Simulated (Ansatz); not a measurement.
Start from SiC in the wurtzite structure (space group P6_3mc, No. 186; a = 3.0760 Å, c = 5.0478 Å). Axes: x lies along a and z along c of the hexagonal cell.

All numbers come from PBEsol in Ansatz (plane waves to 420 eV, PAW, without spin-orbit coupling).

Strains are applied to the cell and any free atomic positions relax.

One change was made to it. Results:

The electron mass changes from 0.26 mₑ along c, 0.43 mₑ across (at K) to 0.27 mₑ along z, 0.43 mₑ across (at K); the width of the top valence band grows by 0.03 eV (3.93 eV → 3.96 eV); the smallest direct gap grows by 0.14 eV, from 3.86 eV to 4.00 eV; the band gap falls by 0.12 eV, from 2.12 eV to 2.00 eV; the energy increases by 9.8 meV/atom.

**Question.** Which of these changes matches the shifts?
(A) uniaxial strain ε_zz = +0.60 %
(B) uniaxial strain ε_zz = +3.00 %
(C) uniaxial strain ε_zz = +1.80 %
(D) uniaxial strain ε_zz = +2.40 %

**Answer.** D, uniaxial strain ε_zz = +2.40 %. For comparison, the energy relative to the base in the other runs: uniaxial strain ε_zz = +0.60 % gives +0.6 meV/atom; uniaxial strain ε_zz = +3.00 % gives +15 meV/atom; uniaxial strain ε_zz = +1.80 % gives +5.6 meV/atom.

Effective masses come from finite differences of ±0.01 Å⁻¹. Stability against distortions was not tested.

Ansatz is a quantum-chemistry and plane-wave program.
